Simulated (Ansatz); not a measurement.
Consider K2S in the anti-fluorite structure (space group Fm-3m, No. 225; a = 7.336 Å). Axes: x, y, z lie along the cube axes.

Computed with PBEsol (Ansatz, a program for electronic structure; PAW; 420 eV plane waves; no spin-orbit coupling).

For the base:

| Item | Result |
|---|---|
| Smallest direct gap | 2.58 eV |
| Band gap | 2.35 eV |
| Pressure | 0.01 GPa |

Perturbation: a pure shear with ε_xy = ε_yx = 0.0086; the atoms relax in the strained cell.

**Question.** Estimate the effect on the largest internal atomic displacement, smallest direct gap, band gap and pressure.

**Answer.** The largest internal atomic displacement amounts to 0.011 Å; the smallest direct gap drops by 0.02 eV (2.58 eV → 2.56 eV); the band gap drops by 0.02 eV to 2.33 eV; the pressure (mean of the normal stresses, compression positive) is still 0.01 GPa.

Gaps are Kohn–Sham eigenvalue differences; semilocal functionals usually give less than the measured gap. Stability against distortions was not tested.
